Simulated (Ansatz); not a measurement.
**CdTe: response to strain and stress**

Take CdTe in the wurtzite structure (space group P6_3mc, No. 186; a = 4.632 Å, c = 7.597 Å; a cell from a computed database, its experimental status unchecked) as the base. Axes: x lies along a and z along c of the hexagonal cell.

Strains are applied to the cell and any free atomic positions relax; under biaxial strain the out-of-plane vector relaxes too; under stress the whole cell relaxes.

The values are results of Ansatz (a first-principles code), r2SCAN, PAW, cutoff 500 eV, spin-orbit coupling left out, earlier PAW set, not measurements.

Candidates:
(a) uniaxial stress, 0.5 GPa tension along z
(b) strain tensor (xx, yy, zz, yz, xz, xy) = (+2.28, +1.79, −0.19, +0.81, +0.22, −0.59) %
(c) biaxial strain +1.82 %, plane normal [001], relaxed out of plane

Before the change:

| Item | Value |
|---|---|
| Band gap | 1.21 eV |

Q: Order them by band gap, highest first.

A: (a) uniaxial stress, 0.5 GPa tension along z (1.16 eV), (c) biaxial strain +1.82 %, plane normal [001], relaxed out of plane (1.12 eV), (b) strain tensor (xx, yy, zz, yz, xz, xy) = (+2.28, +1.79, −0.19, +0.81, +0.22, −0.59) % (1.06 eV)

Spin-orbit coupling, missing from the scalar runs, can matter with Te. Beyond what the load breaks, stability against distortions was not tested. This is not the structure that CdTe has at room temperature and ambient pressure.
